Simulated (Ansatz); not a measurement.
## A self-consistent single point of Lu3GaC (Pm-3m, 5 atoms in the cell) with Ansatz

Computed with LDA (PW92), default PAW files made with PBE (plane waves; Ansatz, a first-principles code).

This input was run:

Ansatz 0.2 input:
```yaml
crystal:
  lattice:
    - [4.69980700, 0.00000000, 0.00000000]
    - [0.00000000, 4.69980700, 0.00000000]
    - [0.00000000, 0.00000000, 4.69980700]
  atoms:
    - { symbol: Lu, position: [0.50000000, 0.00000000, 0.00000000] }
    - { symbol: Lu, position: [0.00000000, 0.50000000, 0.00000000] }
    - { symbol: Lu, position: [0.00000000, 0.00000000, 0.50000000] }
    - { symbol: Ga, position: [0.50000000, 0.50000000, 0.50000000] }
    - { symbol: C, position: [0.00000000, 0.00000000, 0.00000000] }
basis:
  ecutwfc: 420.0
kpoints:
  mp_grid:
    grid: [7, 7, 7]
hamiltonian:
  xc: lda
  pseudopotentials:
    kind: paw
scf:
  occupations:
    method: fermi_dirac
    width: 0.1
output:
  forces: true
  eigenvalues: true
  stress: true
```

The program printed (abridged):

```
WARN ansatz: RAYON_NUM_THREADS=1 ignored (pool sized by the plan → 1); use --threads N
Pseudopotentials: kind: paw
Pseudopotential: Lu, paw, valence charge 25
Pseudopotential: Ga, paw, valence charge 13
Pseudopotential: C, paw, valence charge 4
Crystal: 5 atoms, lattice volume = 103.810 Å³
Basis set: ecut = 420 eV, 2007 PW (Γ)
Bands: 56, of which v1, the nominal top of the filled ones, is band 46 counted from 1 (45 counted from 0)
Symmetry: 48 space group operations
Space group: Pm-3m (ITA 221), of the structure as read, at distance tolerance 4.7e-5 Å
k-points: 20 of 343
PAW frozen core: Lu, regenerated for the run's functional, and the local potential with it
PAW frozen core: Ga, regenerated for the run's functional, and the local potential with it
PAW frozen core: C, regenerated for the run's functional, and the local potential with it
Initial density: superposition of atomic densities (neutral atoms: chi_scale 0, normalization atom), corrected by the library's trained network
Initial wavefunctions: pseudopotential atomic-orbital guess
Eigensolver: davidson
Functional: x = slater, c = lda
SCF iter   1: F=—  HF=-47431.580822 eV  |F-HF|=—  |Δ(HF+E_count)|=         —  Δρ=6.40e-3  dr2=5.91e-2  ethr=1.77e-3  ⟨swp⟩=7.1  Hψ=4797  notcnv=0  defer=2
all-band conjugate gradients solve this SCF's bands
preconditioner: auto → Kerker (q_TF=auto, 2.674 Å⁻¹)
SCF iter   2: F=—  HF=-47431.560902 eV  |F-HF|=—  |Δ(HF+E_count)|=   1.99e-2  Δρ=2.86e-3  dr2=1.07e-2  ethr=6.43e-5  ⟨swp⟩=2.7  Hψ=2534  notcnv=0  defer=13
SCF iter   3: F=—  HF=-47431.559695 eV  |F-HF|=—  |Δ(HF+E_count)|=   1.21e-3  Δρ=1.67e-3  dr2=2.91e-3  ethr=1.17e-5  ⟨swp⟩=2.5  Hψ=2193  notcnv=0  defer=13
SCF iter   4: F=—  HF=-47431.558768 eV  |F-HF|=—  |Δ(HF+E_count)|=   9.27e-4  Δρ=8.78e-4  dr2=1.03e-3  ethr=3.16e-6  ⟨swp⟩=2.9  Hψ=2414  notcnv=0  defer=13
SCF iter   5: F=—  HF=-47431.558492 eV  |F-HF|=—  |Δ(HF+E_count)|=   2.76e-4  Δρ=2.47e-4  dr2=1.27e-4  ethr=1.12e-6  ⟨swp⟩=2.0  Hψ=1836  notcnv=0  defer=13
SCF iter   6: F=—  HF=-47431.558460 eV  |F-HF|=—  |Δ(HF+E_count)|=   3.17e-5  Δρ=1.31e-4  dr2=1.27e-5  ethr=1.38e-7  ⟨swp⟩=2.0  Hψ=2144  notcnv=0  defer=13
SCF iter   7: F=—  HF=-47431.558462 eV  |F-HF|=—  |Δ(HF+E_count)|=   1.96e-6  Δρ=3.62e-5  dr2=1.29e-6  ethr=1.38e-8  ⟨swp⟩=2.5  Hψ=2043  notcnv=0  defer=13
SCF iter   8: F=—  HF=-47431.558462 eV  |F-HF|=—  |Δ(HF+E_count)|=   8.62e-7  Δρ=2.28e-5  dr2=4.61e-7  ethr=1.41e-9  ⟨swp⟩=3.0  Hψ=2355  notcnv=0  defer=13
SCF iter   9: F=—  HF=-47431.558461 eV  |F-HF|=—  |Δ(HF+E_count)|=   1.14e-7  Δρ=8.75e-6  dr2=1.26e-7  ethr=5.02e-10  ⟨swp⟩=2.6  Hψ=2099  notcnv=0  defer=13
SCF iter  10: F=-47431.558461 eV  HF=-47431.558461 eV  |F-HF|=1.46e-8  |Δ(HF+E_count)|=   4.26e-8  Δρ=2.89e-6  dr2=1.49e-8  ethr=1.09e-10  ⟨swp⟩=12.8  Hψ=6867  notcnv=0
SCF 1 converged in 10 iterations: F = -47431.558461 eV  dr2 = 1.49e-8
SCF converged after 10 iterations
Free energy (F): -47431.558461 eV
Harris-Foulkes:  -47431.558461 eV  (|F-HF|=1.46e-8)
Internal energy: -47431.518048 eV  (E = F + TS)
E sigma→0 (E₀):  -47431.538255 eV
Entropy (-TS):   -0.040413 eV (-8.083 meV/atom)
Fermi energy:    13.223623 eV
--- Per-component energies (eV) ---
  E_band       = 36.769077
  E_kinetic    = 1465.732315
  E_local      = -22004.731309  (includes V_loc(G=0)·N_el)
  E_nonlocal   = 2213.801283
  E_hartree    = 9320.705656
  E_xc         = -767.105326
  E_vxc        = -893.444228  (∫ρ·V_xc dr)
  E_paw        = -23412.178707  (= ΣΔE_a)
  E_vpaw       = 613.983926  (= ΣTr[D̂ρ^β])
  E_aug_tail   = -0.000035  (compensation charges beyond the density's cutoff)
  E_ewald      = -14256.489142
  E_core_change = 8.747217  (= ΣΔE_core)
  E_smearing   = -0.040413  (= −TS)
  E_closure    = 0.000000  (closes the sum)
  Σ components = -47431.558461   (vs F -47431.558461, Δ=0.00e0)
--- Forces (eV/Å), atoms counted from 1 ---
  atom   1  Lu     0.00000000    -0.00000000    -0.00000000
   [... zero for the other atoms too ...]
  max |Σ_I F_I| component: 1.46e-28 eV/Å
--- Stress (GPa, compression-positive) ---
       -5.851719       0.000000      -0.000000
        0.000000      -5.851719       0.000000
        0.000000       0.000000      -5.851719
  P = ⅓ Tr σ = -5.8517 GPa (-58.517 kbar)
  The stress holds the Pulay correction. Without it, at fixed plane waves, as pw.x and ABINIT print it: P = -5.9525 GPa
--- Band table (eV; the first three rows and the last of 20) ---
  k-point 0: bands = ["-42.3724", "-42.3201", "-42.3201", "-13.3419", "-13.3419", "-13.3419", "-13.0739", "-13.0739", "-13.0739", "-12.8048", "-12.8048", "-12.8048", "-0.5467", "-0.5467", "-0.5467", "-0.5431", "-0.5431", "2.7997", "6.7057", [...]
  k-point 1: bands = ["-42.3701", "-42.3224", "-42.3201", "-13.3278", "-13.3278", "-13.3218", "-13.0784", "-13.0784", "-13.0756", "-12.8335", "-12.8152", "-12.8152", "-0.5466", "-0.5460", "-0.5460", "-0.5424", "-0.5417", "2.9352", "6.8172", [...]
  k-point 2: bands = ["-42.3639", "-42.3286", "-42.3201", "-13.2910", "-13.2910", "-13.2651", "-13.0930", "-13.0930", "-13.0795", "-12.9092", "-12.8394", "-12.8394", "-0.5465", "-0.5444", "-0.5444", "-0.5407", "-0.5387", "3.2735", "7.0939", [...]
  k-point 19: bands = ["-42.3391", "-42.3365", "-42.3365", "-13.5087", "-13.3249", "-13.3222", "-13.3222", "-12.9235", "-12.9235", "-12.9194", "-12.7468", "-12.7468", "-0.5490", "-0.5490", "-0.5490", "-0.5328", "-0.5328", "5.1424", "7.8896", [...]
```

The run converged in 10 iterations.

The starting cell comes from a database of computed structures (which also holds hypothetical and non-ambient phases and stackings), without a prior relaxation at this level. Its lattice was rescaled by up to half a per cent. Spin-orbit coupling is off. With a pressure of about -6 GPa the cell is away from its equilibrium volume at this level. Ansatz's pressure includes its estimate of the finite-basis (Pulay) stress.
